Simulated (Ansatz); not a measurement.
The starting structures come from a database of crystals and need not be the phases stable at ambient conditions.

Inside the gap of an insulator the Bloch states are evanescent, with a wavenumber k + iκ along the transport direction.

Here is the system:

```
NbO5P
1.0
    7.75724     0.00000     0.00000
    2.28858     7.41196     0.00000
    2.28858     1.68855     3.10874
Nb P O
2 2 10
Direct
  0.50000   0.00000   0.72349
  0.00000   0.50000   0.27651
  0.00000   0.00000   0.50000
  0.50000   0.50000   0.50000
  0.00000   0.19346   0.51677
  0.30654   0.50000   0.90369
  0.00000   0.80654   0.90369
  0.69346   0.50000   0.51677
  0.50000   0.30654   0.48323
  0.80654   0.00000   0.48323
  0.50000   0.69346   0.09631
  0.19346   0.00000   0.09631
  0.00000   0.50000   0.69965
  0.50000   0.00000   0.30035
```

Space group of this cell: P4/nmm. The cell is taken as given; by PBEsol its mean pressure is -6.7 GPa.

Transport runs along the normal of the first two printed cell vectors, the (111) plane of the conventional cell.

The gap is the functional's own. No spin-orbit coupling. Mid-gap values are interpolated on the energy grid.

### Question
Predict the band gap and the smallest decay constant κ at mid-gap from Ansatz (a first-principles code) with PBEsol.

### Answer
Gap 3.10 eV on a 10×10×10 mesh; κ = 0.397 1/Å, at the zone centre.
